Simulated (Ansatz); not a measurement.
CO, treated with PBEsol in Ansatz (plane waves, PAW).

Numerical settings: plane-wave cutoff 520 eV, 8×8×8 k mesh, Fermi–Dirac smearing 0.03 eV, scalar-relativistic PAW data made under PBE.

Starting structure:

```
CO
1.0
    5.63000     0.00000     0.00000
    0.00000     5.63000     0.00000
    0.00000     0.00000     5.63000
C O
4 4
Direct
  0.95800   0.95800   0.95800
  0.45800   0.54200   0.04200
  0.04200   0.45800   0.54200
  0.54200   0.04200   0.45800
  0.06700   0.06700   0.06700
  0.56700   0.43300   0.93300
  0.93300   0.56700   0.43300
  0.43300   0.93300   0.56700
```

### Question
Into what structure does the relaxation of cell and atoms lead at this level, with the symmetry of the start kept?

### Answer
The volume increases by 25 %; final space group P2_13.
```
CO
1.0
    6.05698     0.00000     0.00000
    0.00000     6.05698     0.00000
    0.00000     0.00000     6.05698
C O
4 4
Direct
  0.96495   0.96495   0.96495
  0.46495   0.53505   0.03505
  0.03505   0.46495   0.53505
  0.53505   0.03505   0.46495
  0.07291   0.07291   0.07291
  0.57291   0.42709   0.92709
  0.92709   0.57291   0.42709
  0.42709   0.92709   0.57291
```

Note: the cell comes from a level without a dispersion term, which matters for the spacing of layers, chains or molecules; the volume lies 25 % above that of the published cell.

Ansatz is a first-principles code.
